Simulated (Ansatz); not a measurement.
Ansatz (a first-principles code) run on TiNi (P2_1/m, 4 atoms in the cell): self-consistent single point

Method: PBEsol, default PAW files made with PBE (plane waves; Ansatz).

The input file:

Ansatz 0.2 input:
```yaml
crystal:
  lattice:
    - [2.89169000, 0.00000000, 0.00000000]
    - [0.00000000, 3.96696000, 0.00000000]
    - [-1.26763400, 0.00000000, 4.65615800]
  atoms:
    - { symbol: Ti, position: [0.63045000, 0.75000000, 0.78293000] }
    - { symbol: Ti, position: [0.36955000, 0.25000000, 0.21707000] }
    - { symbol: Ni, position: [0.92338000, 0.75000000, 0.32890000] }
    - { symbol: Ni, position: [0.07662000, 0.25000000, 0.67110000] }
kpoints:
  mp_grid: { grid: [12, 8, 7], shift: [0.5, 0.5, 0.5] }
hamiltonian:
  xc: pbesol
  pseudopotentials: { kind: paw }
scf:
  occupations: { method: cold, width: 0.136 }
output:
  forces: true
  eigenvalues: true
  stress: true
```

Output, abridged:

```
WARN basis.ecutwfc = 420 eV, the default
WARN ansatz: RAYON_NUM_THREADS=1 ignored (pool sized by the plan → 1); use --threads N
Pseudopotentials: kind: paw
Pseudopotential: Ti, paw, valence charge 12
Pseudopotential: Ni, paw, valence charge 18
Crystal: 4 atoms, lattice volume = 53.412 Å³
Basis set: ecut = 420 eV, 1045 PW (Γ), exchange–correlation on 40×54×72 points (8 copies of the dense FFT grid, shifted against one another)
Bands: 36, of which v1, the nominal top of the filled ones, is band 30 counted from 1 (29 counted from 0)
Symmetry: 4 space group operations
Space group: P21/m (ITA 11), of the structure as read, at distance tolerance 3.8e-5 Å
k-points: 168 of 672
PAW frozen core: Ti, regenerated for the run's functional, and the local potential with it
PAW frozen core: Ni, regenerated for the run's functional, and the local potential with it
Initial density: superposition of atomic densities (neutral atoms: chi_scale 0, normalization atom), corrected by the library's trained network
Initial wavefunctions: pseudopotential atomic-orbital guess
Eigensolver: davidson
Functional: x = pbesol(κ = 0.804, μ = 0.12345679012345678), c = pbesol(β = 0.046)
SCF iter   1: F=—  HF=-16559.439422 eV  |F-HF|=—  |Δ(HF+E_count)|=         —  Δρ=2.62e-2  dr2=2.15e-1  ethr=1.77e-3  ⟨swp⟩=3.4  Hψ=18248  notcnv=0
all-band conjugate gradients solve this SCF's bands
preconditioner: auto → Kerker (q_TF=auto, 2.782 Å⁻¹)
SCF iter   2: F=—  HF=-16559.410520 eV  |F-HF|=—  |Δ(HF+E_count)|=   2.89e-2  S|Δr|=    0.00e0  Δρ=5.22e-3  dr2=1.11e-2  ethr=3.59e-4  ⟨swp⟩=2.5  Hψ=10394  notcnv=0  defer=104
SCF iter   3: F=—  HF=-16559.408244 eV  |F-HF|=—  |Δ(HF+E_count)|=   2.28e-3  S|Δr|=    0.00e0  Δρ=2.35e-3  dr2=2.92e-3  ethr=1.85e-5  ⟨swp⟩=1.1  Hψ=5972  notcnv=0  defer=104
SCF iter   4: F=—  HF=-16559.407651 eV  |F-HF|=—  |Δ(HF+E_count)|=   5.93e-4  S|Δr|=    0.00e0  Δρ=6.75e-4  dr2=3.08e-4  ethr=4.86e-6  ⟨swp⟩=2.1  Hψ=8069  notcnv=0  defer=104
SCF iter   5: F=—  HF=-16559.407606 eV  |F-HF|=—  |Δ(HF+E_count)|=   4.50e-5  S|Δr|=    0.00e0  Δρ=1.82e-4  dr2=2.35e-5  ethr=5.14e-7  ⟨swp⟩=2.3  Hψ=9163  notcnv=0  defer=104
SCF iter   6: F=—  HF=-16559.407624 eV  |F-HF|=—  |Δ(HF+E_count)|=   1.87e-5  S|Δr|=    0.00e0  Δρ=5.90e-5  dr2=1.20e-6  ethr=3.91e-8  ⟨swp⟩=2.0  Hψ=8916  notcnv=0  defer=104
SCF iter   7: F=-16559.407624 eV  HF=-16559.407624 eV  |F-HF|=2.49e-8  |Δ(HF+E_count)|=   1.07e-7  S|Δr|=    0.00e0  Δρ=1.11e-5  dr2=5.84e-8  ethr=1.67e-10  ⟨swp⟩=6.2  Hψ=25136  notcnv=0
SCF 1 converged in 7 iterations: F = -16559.407624 eV  dr2 = 5.84e-8
SCF converged after 7 iterations
Stability not checked (fill_not_monotonic)
Free energy (F): -16559.407624 eV
Harris-Foulkes:  -16559.407624 eV  (|F-HF|=2.49e-8)
Internal energy: -16559.414212 eV  (E = F + TS)
E sigma→0 (E₀):  -16559.409820 eV
Entropy (-TS):   0.006588 eV (1.647 meV/atom)
Fermi energy:    16.209469 eV
Step filling:    the computed levels leave a gap of 0.0023 eV = 0.0 smearing widths
--- Per-component energies (eV) ---
  E_band       = -904.007729
  E_kinetic    = 1114.561862
  E_local      = -9440.779257  (includes V_loc(G=0)·N_el)
  E_nonlocal   = 1282.140740
  E_hartree    = 3991.962525
  E_xc         = -365.529446
  E_vxc        = -465.879289  (∫ρ·V_xc dr)
  E_paw        = -5229.025794  (= ΣΔE_a)
  E_vpaw       = -1377.967059  (= ΣTr[D̂ρ^β])
  E_aug_tail   = 0.001183  (compensation charges beyond the density's cutoff)
  E_ewald      = -7913.419372
  E_core_change = 0.673346  (= ΣΔE_core)
  E_smearing   = 0.006588  (= −TS)
  E_closure    = -0.000000  (closes the sum)
  Σ components = -16559.407624   (vs F -16559.407624, Δ=0.00e0)
--- Forces (eV/Å), atoms counted from 1 ---
  atom   1  Ti     0.00224041     0.00000000     0.11262917
  atom   2  Ti    -0.00224041    -0.00000000    -0.11262917
  atom   3  Ni    -0.01459002     0.00000000     0.03414459
  atom   4  Ni     0.01459002    -0.00000000    -0.03414459
  max |Σ_I F_I| component: 0.00e0 eV/Å
--- Stress (GPa, compression-positive) ---
       -0.717843      -0.000000      -0.044660
       -0.000000      -0.663807       0.000000
       -0.044661       0.000000      -0.866954
  P = ⅓ Tr σ = -0.7495 GPa (-7.495 kbar)
  The stress holds the Pulay correction. Without it, at fixed plane waves, as pw.x and ABINIT print it: P = -0.7855 GPa
--- Band table (eV; the first three rows and the last of 168) ---
  k-point 0: bands = ["-87.1383", "-87.1299", "-47.7491", "-47.6978", "-47.6740", "-47.6444", "-47.6175", "-47.6094", "-40.5240", "-40.4876", "-16.9593", "-16.9148", "-16.8282", "-16.7456", "-16.7240", "-16.6944", "8.5671", "12.0324", "12.2212", [...]
  k-point 1: bands = ["-87.1383", "-87.1299", "-47.7490", "-47.6979", "-47.6739", "-47.6448", "-47.6175", "-47.6094", "-40.5205", "-40.4902", "-16.9514", "-16.8987", "-16.8392", "-16.7637", "-16.7275", "-16.6914", "8.9143", "11.8452", "12.2250", [...]
  k-point 2: bands = ["-87.1382", "-87.1299", "-47.7490", "-47.6980", "-47.6737", "-47.6452", "-47.6176", "-47.6093", "-40.5156", "-40.4941", "-16.9383", "-16.8787", "-16.8488", "-16.7936", "-16.7299", "-16.6887", "9.5001", "11.1992", "12.2768", [...]
  k-point 167: bands = ["-87.1336", "-87.1320", "-47.7338", "-47.7252", "-47.6520", "-47.6479", "-47.6344", "-47.6327", "-40.4632", "-40.4603", "-17.0910", "-17.0872", "-16.8611", "-16.8507", "-16.7950", "-16.7777", "11.9332", "12.2038", "12.6108", [...]
```

The run converged in 7 iterations.

The starting cell comes from a database of computed structures (which also holds hypothetical and non-ambient phases and stackings), without a prior relaxation at this level. Spin polarisation is off. Ansatz's pressure includes its estimate of the finite-basis (Pulay) stress.
